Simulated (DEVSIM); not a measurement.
Structure: Si p+/n-/n+ power diode, at 300 K.

```
layer (left to right)  material  thickness (μm)  Nd (cm⁻³)  Na (cm⁻³)  τn (s)  τp (s)
---------------------  --------  --------------  ---------  ---------  ------  ------
1                            Si            1.90          -     1.5e18  4.2e-6  4.2e-6
2                            Si            12.0     1.4e14          -  4.2e-6  4.2e-6
3                            Si            8.70     1.2e18          -  4.2e-6  4.2e-6
```

Left contact: ohmic. Right contact: ohmic. Voltage is applied to the left contact. Recombination: SRH at mid-gap. Mobility is μmin + (μ − μmin)/(1 + (N/Nref)^α).

This is a model device: material constants are rounded textbook-type values typed into the input, and sizes, dopings and lifetimes were drawn at random. Values at 300 K; Nc and Nv go as T^1.5, mobilities as T to minus their exponent, the gap by Varshni's rule with the affinity fixed. The table also holds parameters that only a changed run uses.

| parameter | Si |
|---|---|
| gap (eV) | 1.124 |
| affinity (eV) | 4.05 |
| permittivity | 11.7 |
| Nc (cm⁻³) | 2.86e19 |
| Nv (cm⁻³) | 3.1e19 |
| μn (cm²/Vs) | 1417 |
| μp (cm²/Vs) | 470 |
| μn,min | 52 |
| μp,min | 45 |
| Nref,n | 9.7e16 |
| Nref,p | 2.2e17 |
| αn | 0.68 |
| αp | 0.72 |
| T exponent of μn | 2.3 |
| T exponent of μp | 2.2 |
| Cn (cm⁶/s) | 2.8e-31 |
| Cp (cm⁶/s) | 9.9e-32 |
| Varshni α (eV/K) | 0.000473 |
| Varshni β (K) | 636 |

DEVSIM, 1D drift-diffusion, Boltzmann statistics, complete ionisation; no tunnelling, impact ionisation, image-force lowering or self-heating.

Base results: potential step across the device at zero bias (V) 0.964; dark forward voltage at 100 A/cm² (V) 0.857; dark forward voltage at 1 A/cm² (V) 0.724.

Question: What follows from this one change: thickness of layer 1 1.9 → 9.5 μm?

Answer: potential step across the device at zero bias little changed (0.964 V); dark forward voltage at 100 A/cm² 0.857 → 0.886 V; dark forward voltage at 1 A/cm² 0.724 → 0.748 V.

Question: What follows from this one change: doping Nd of layer 3 1.2e+18 → 1.2e+17 cm^-3?

Answer: potential step across the device at zero bias 0.964 → 0.904 V; dark forward voltage at 100 A/cm² 0.857 → 0.833 V; dark forward voltage at 1 A/cm² 0.724 → 0.695 V.

Question: What follows from this one change: temperature 300 → 500 K?

Answer: potential step across the device at zero bias 0.964 → 0.732 V; dark forward voltage at 100 A/cm² 0.857 → 0.570 V; dark forward voltage at 1 A/cm² 0.724 → 0.345 V.

Question: What follows from this one change: constant mobility in place of the doping-dependent one?

Answer: potential step across the device at zero bias little changed (0.964 V); dark forward voltage at 100 A/cm² 0.857 → 0.815 V; dark forward voltage at 1 A/cm² 0.724 → 0.686 V.
